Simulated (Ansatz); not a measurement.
# ZrSeO, response to strain

Start from ZrSeO (space group P4/nmm, No. 129; a = 3.6467 Å, c = 6.5878 Å; a cell from a computed database, its experimental status unchecked). Axes: x, y, z lie along a, b, c of the conventional cell.

Strains are applied to the cell and any free atomic positions relax; under biaxial strain the out-of-plane vector relaxes too.

Method: PBEsol (Ansatz, a program for electronic structure; PAW; 420 eV plane waves; no spin-orbit coupling).

| case | width of the top valence band | band gap | out-of-plane strain |
|---|---|---|---|
| base | 2.67 eV | 0.42 eV | – |
| biaxial strain −1.84 %, plane normal [001], relaxed out of plane | 2.91 eV | 0.31 eV | +1.82 % |
| biaxial strain +1.14 %, plane normal [001], relaxed out of plane | (withheld) | (withheld) | (withheld) |
| biaxial strain +4.37 %, plane normal [001], relaxed out of plane | 2.20 eV | 0.72 eV | -3.42 % |

Question: Some entries are withheld; estimate them.

Answer: 
- biaxial strain +1.14 %, plane normal [001], relaxed out of plane, width of the top valence band: 2.52 eV
- biaxial strain +1.14 %, plane normal [001], relaxed out of plane, band gap: 0.50 eV
- biaxial strain +1.14 %, plane normal [001], relaxed out of plane, out-of-plane strain: -0.96 %

Whether these cells are dynamically stable was not tested.
